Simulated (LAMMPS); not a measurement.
Simulation of SnO2 (rutile), 576 atoms, at 2000 K and 0 GPa, heated as the crystal.

All values are model results, not measurements: classical MD, Buckingham potential of Woodley, Battle, Gale and Catlow, Phys. Chem. Chem. Phys. 1, 2535 (1999), used with rigid ions (no shells), PPPM sums, short-range terms cut at 10 Å, modified for these runs by an r^-4 repulsive force inside the short-range force's maximum (LAMMPS).

```yaml
state_found: crystal; no diffusion seen in 21 ps
density: 6.8595 ± 0.0007 g/cm³
volume_per_atom: 12.161 ± 0.001 Å³/atom
enthalpy_per_atom: -38.047 ± 0.001 eV/atom
first peak of g(r), O-Sn: 2.05 Å, height 8.2
coordination number of O by Sn: 3.00 (counted to 2.78 Å)
coordination number of Sn by O: 6.00 (counted to 2.78 Å)
most common O-Sn-O angle: at the 3° bin centred on 88.5°, after smoothing over three bins (mean of all 107°)
most common Sn-O-Sn angle: at the 3° bin centred on 127.5°, after smoothing over three bins (mean of all 120°)
mean frequency of the vibrational (phonon) density of states: 15.7 THz
cost: around 14 core-minutes (rough)
```

Caution: the potential ionic pair potential woodley1999 is fitted for structure prediction of static crystals. Caution: a run this short can hold a crystal over, or a liquid under, the potential's own melting point, which these runs don't give.

States go by the mean squared displacement: a species diffuses where it passes 1.5 Å², still rises and gives D over 1e-6 cm²/s; a crystal has left its structure where atoms lie 0.35 Å off their sites on average or a cubic box changes its shape by 3 %, or the axial ratios of another lie 8 % off the starting cell's, which the potential's own relaxation can also do.

Uncertainties are statistical and leave out the potential's own error.

```csv
angle (°),"probability per degree, O-Sn-O","probability per degree, Sn-O-Sn"
61.50,0.0000,0.0000
64.50,0.0003,0.0000
67.50,0.0023,0.0000
70.50,0.0075,0.0000
73.50,0.0140,0.0000
76.50,0.0133,0.0000
79.50,0.0105,0.0000
82.50,0.0160,0.0000
85.50,0.0293,0.0000
88.50,0.0418,0.0000
91.50,0.0404,0.0003
94.50,0.0284,0.0012
97.50,0.0168,0.0073
100.5,0.0118,0.0189
103.5,0.0112,0.0275
106.5,0.0103,0.0283
109.5,0.0073,0.0177
112.5,0.0036,0.0084
115.5,0.0014,0.0066
118.5,0.0004,0.0140
121.5,0.0001,0.0309
124.5,0.0000,0.0467
127.5,0.0000,0.0502
130.5,0.0000,0.0388
133.5,0.0000,0.0220
136.5,0.0000,0.0101
139.5,0.0000,0.0034
142.5,0.0000,0.0007
145.5,0.0000,0.0003
148.5,0.0000,0.0000
151.5,0.0000,0.0000
154.5,0.0000,0.0000
157.5,0.0001,0.0000
160.5,0.0003,0.0000
163.5,0.0014,0.0000
166.5,0.0047,0.0000
169.5,0.0107,0.0000
172.5,0.0190,0.0000
175.5,0.0212,0.0000
178.5,0.0093,0.0000
```
